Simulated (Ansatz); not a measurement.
End structure of the (0001) surface of wurtzite ZnO, Zn-terminated, Br on every top atom (bottom of the slab: 2 H on 4 bottom sites):

```xyz
46
Lattice="6.5590 0.0000 0.0000 -3.2795 5.6802 0.0000 0.0000 0.0000 31.0000" Properties=species:S:1:pos:R:3 pbc="T T T"
O      1.6566     0.9370     9.2149
O      4.9488     0.9296     9.1921
O      0.0296     3.7697     9.1921
O      3.2964     3.7771     9.2149
Zn    -0.1019     1.9523     9.8106
Zn     3.4087     1.8188     9.8671
Zn    -1.5105     4.6589     9.8671
Zn     1.5378     4.7924     9.8106
O      0.0000     1.8934    11.8380
O      3.2795     1.8934    11.8380
O     -1.6397     4.7335    11.8380
O      1.6397     4.7335    11.8380
Zn     1.6397     0.9467    12.4782
Zn     4.9192     0.9467    12.4782
Zn     0.0000     3.7868    12.4782
Zn     3.2795     3.7868    12.4782
O      1.6425     0.9451    14.4732
O      4.9173     0.9478    14.4766
O     -0.0019     3.7880    14.4766
O      3.2822     3.7853    14.4732
Zn     0.0003     1.8933    15.1274
Zn     3.2799     1.8932    15.1352
Zn    -1.6393     4.7333    15.1352
Zn     1.6400     4.7334    15.1274
O      0.0007     1.8930    17.1246
O      3.2793     1.8935    17.1293
O     -1.6399     4.7336    17.1293
O      1.6404     4.7332    17.1246
Zn     1.6391     0.9471    17.7834
Zn     4.9204     0.9461    17.7812
Zn     0.0011     3.7862    17.7812
Zn     3.2788     3.7872    17.7834
O      1.6397     0.9467    19.7787
O      4.9196     0.9465    19.7773
O      0.0004     3.7866    19.7773
O      3.2794     3.7869    19.7787
Zn    -0.0002     1.8935    20.4506
Zn     3.2800     1.8931    20.4502
Zn    -1.6393     4.7333    20.4502
Zn     1.6396     4.7336    20.4506
H      1.6687     0.9300     8.2430
H      3.3085     3.7701     8.2430
Br     0.0001     1.8934    22.8792
Br     3.2797     1.8933    22.8790
Br    -1.6395     4.7334    22.8790
Br     1.6398     4.7335    22.8792
```

Slab: 46 atoms, 14.7 Å thick at the start with caps and adatoms; k 4x4x1, smearing 0.025 eV, dipole-corrected; single point; on the structure that PBE left under its start's symmetry; no spin (no spin-polarised run to compare, though such a face may carry moments), no spin-orbit, no U. The slab shows no gap on its mesh. It is one candidate, not shown to be the stable structure of the face.

Question: Estimate the work function of the top face that r2SCAN, at the PBE geometry in Ansatz (a first-principles code) returns for this input.

Answer: 6.34 eV
